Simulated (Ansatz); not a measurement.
Consider SnSe2 in the CdI2 type structure (space group P-3m1, No. 164; layered, stacked along the Cartesian z axis).

```
SnSe2
1.0
    3.82584     0.00000     0.00000
   -1.91292     3.31327     0.00000
    0.00000     0.00000     6.23092
Sn Se
1 2
Direct
  0.00000   0.00000   0.00000
  0.33333   0.66667   0.25294
  0.66667   0.33333   0.74706
```

Cartesian axes are those of the cell as printed.

Method: r2SCAN+rVV10, PAW, 500 eV (Ansatz, a quantum-chemistry and plane-wave program; no SOC).

Strains are applied to the cell and any free atomic positions relax; under biaxial strain the out-of-plane vector relaxes too; under stress the whole cell relaxes.

One change was made to it. Results:

```
quantity                base    after
-------------------  -------  -------
smallest direct gap  1.49 eV  1.49 eV
band gap             0.94 eV  0.93 eV
```

Task: What was done to the base?
A) biaxial strain +0.13 %, plane normal [001], relaxed out of plane
B) biaxial strain +1.53 %, plane normal [001], relaxed out of plane
C) uniaxial strain ε_xx = +2.95 %
D) uniaxial stress, 2 GPa compression along x
E) biaxial strain +1.02 %, plane normal [001], relaxed out of plane

Result: A, biaxial strain +0.13 %, plane normal [001], relaxed out of plane. For comparison, the band gap in the other runs: biaxial strain +1.02 %, plane normal [001], relaxed out of plane gives 0.86 eV; uniaxial stress, 2 GPa compression along x gives 0.80 eV; uniaxial strain ε_xx = +2.95 % gives 0.75 eV; biaxial strain +1.53 %, plane normal [001], relaxed out of plane gives 0.82 eV.

Stability under load was not tested beyond the relaxation.
